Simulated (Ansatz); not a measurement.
Here is the system:

End structure of the (221) surface of tetragonal indium in its 1x1 cell, outermost plane spacing 0.57 Å in the ideal cut:

```yaml
crystal:
  lattice:
    - [4.70831, 0.00000, 0.00000]
    - [2.35415, 10.18902, 0.00000]
    - [0.00000, 0.00000, 26.50000]
  atoms:
    - { symbol: In, position: [0.34090, 0.31637, 0.31668] }
    - { symbol: In, position: [0.73077, 0.53735, 0.33225] }
    - { symbol: In, position: [0.11739, 0.75984, 0.34629] }
    - { symbol: In, position: [0.50232, 0.98857, 0.35904] }
    - { symbol: In, position: [0.88940, 0.21911, 0.39172] }
    - { symbol: In, position: [0.26540, 0.46751, 0.42198] }
    - { symbol: In, position: [0.64982, 0.69746, 0.43795] }
    - { symbol: In, position: [0.04119, 0.91526, 0.45303] }
    - { symbol: In, position: [0.43211, 0.13389, 0.47152] }
    - { symbol: In, position: [0.81673, 0.36654, 0.50000] }
    - { symbol: In, position: [0.20135, 0.59919, 0.52848] }
    - { symbol: In, position: [0.59227, 0.81783, 0.54697] }
    - { symbol: In, position: [0.98363, 0.03562, 0.56205] }
    - { symbol: In, position: [0.36805, 0.26557, 0.57802] }
    - { symbol: In, position: [0.74406, 0.51398, 0.60828] }
    - { symbol: In, position: [0.13113, 0.74452, 0.64096] }
    - { symbol: In, position: [0.51606, 0.97325, 0.65371] }
    - { symbol: In, position: [0.90268, 0.19573, 0.66775] }
    - { symbol: In, position: [0.29256, 0.41671, 0.68332] }
```

Set-up: 19 atoms, 10.3 Å thick at the start (thin: gaps and levels are the slab's own); mesh 8x4x1; 0.1 eV smearing; dipole correction on; single point; on the structure that PBE left under its start's symmetry; no spin, no spin-orbit, no U.

Question: Give the work function of the top face at the level r2SCAN, at the PBE geometry (Ansatz, a quantum-chemistry and plane-wave program).

Answer: 4.00 eV
